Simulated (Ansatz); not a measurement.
The parent structure is La$_{2}$O$_{3}$ (space group P-3m1, No. 164; a = 3.9061 Å, c = 6.0400 Å). Axes: x lies along a and z along c of the hexagonal cell.

Modification: uniaxial strain ε_zz = +2.17 %, all other strain components held at zero; the atoms relax in the strained cell.

Levels (all Ansatz, a first-principles code, PAW): PBEsol (420 eV, without spin-orbit coupling); HSE06 (420 eV, no SOC).

The geometry is relaxed with PBEsol.

```
Item               Value
---------------  -------
PBEsol band gap  3.78 eV
```

With HSE06 at the same geometry, the band gap rises by 1.54 eV (3.78 eV → 5.32 eV).

Single points use the geometry relaxed with PBEsol. HSE06 was sampled on its mesh, a few special points and the semilocal edge points, so its gap is an upper bound. Whether these cells are dynamically stable was not tested.
